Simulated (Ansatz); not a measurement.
We consider rock-salt LaSe, described by HSE06 (PAW; Ansatz, a quantum-chemistry and plane-wave program).

Settings: plane-wave cutoff 460 eV, 8×8×8 k mesh, Fermi–Dirac smearing 0.05 eV, scalar-relativistic PAW data made under PBE.

Equation-of-state points:

```
V (Å³/atom)  E − E_lowest (meV/atom)  P (GPa)
-----------  -----------------------  -------
26.672                         17.44     4.26
27.373                          3.93     1.96
27.908                          0.00     0.41
28.777                          3.86    -1.78
29.479                         15.06    -3.30
```

Q: Estimate the bulk modulus from the pressures at 27.908 and 28.777 Å³/atom, and compare it with a fit to all energies.

A: B = −V dP/dV. Between V = 27.908 and 28.777 Å³/atom, dP/dV = (-1.78 − (0.41))/(28.777 − 27.908) = -2.52 GPa per Å³/atom; at the midpoint 28.343 Å³/atom this gives B ≈ 71.4 GPa. The third-order Birch–Murnaghan fit gives V0 = 28.062 Å³/atom, B0 = 74.8 GPa, B′ = 4.5, which lies 5 % above that estimate.

Spin–orbit coupling is not included; it can open a gap where bands touch, and shift volumes and moduli.

Static lattice: no zero-point or thermal effects.
